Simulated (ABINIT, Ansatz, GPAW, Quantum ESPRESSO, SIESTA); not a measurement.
**Code comparison for Sr3Ca (Pm-3m, 4 atoms in the cell)**

Self-consistent single point, at a second geometry (lattice scaled by 0.98). First geometry:

```xyz
4
Lattice="5.9887 0.0000 0.0000 0.0000 5.9887 0.0000 0.0000 0.0000 5.9887" Properties=species:S:1:pos:R:3 pbc="T T T"
Sr     0.0000     2.9944     2.9944
Sr     2.9944     0.0000     2.9944
Sr     2.9944     2.9944     0.0000
Ca     0.0000     0.0000     0.0000
```

Shared settings, as Ansatz (a first-principles code) writes them: kpoints.mp_grid.grid = 4 4 4; scf.occupations.method = gaussian; scf.occupations.width = 0.136 eV. Potentials and cutoffs stand in the table.

| code | model | ΔF from the first geometry (meV/atom) | pressure (GPa) | cutoff |
|---|---|---|---|---|
| Ansatz | PBEsol, PAW files made with PBE | -13.9 | -0.36 | default |
| SIESTA | GGA PBEsol, numerical atomic orbitals DZP, PseudoDojo PBEsol standard norm-conserving potentials (rewritten from UPF to PSML) | 51.9 | 3.52 | grid 300 Ry |
| ABINIT | PBEsol, norm-conserving pseudopotentials (PseudoDojo nc-sr-04 PBEsol standard) | -13.9 | -0.37 | 68 Ry |
| GPAW | PBEsol, GPAW PAW datasets PBEsol (made by gpaw-setup) | -12.5 | -0.32 | 550 eV |
| Quantum ESPRESSO | PBEsol, PseudoDojo standard norm-conserving (PBESOL) pseudopotentials | -13.9 | -0.37 | 70 Ry |

The spread over the programs that give each value: ΔF from the first geometry within 65.8 meV/atom; pressure within 3.89 GPa.

SIESTA uses small atom-centred bases, whose incompleteness enters pressures, forces and empty levels differently from a plane-wave cutoff. Ansatz's pressure is given at a fixed set of plane waves, as the other plane-wave codes print theirs. In the pressure, SIESTA (by 3.88) lies more than 1 GPa from the median of the plane-wave programs.

The starting cell comes from a database of computed structures (which also holds hypothetical and non-ambient phases and stackings), without a prior relaxation at this level. For this run, on top of that: lattice scaled by 0.98.

Left out of this page: Elk and FLEUR (not drawn, or without a comparable value).

Keys are those of Ansatz 0.2.
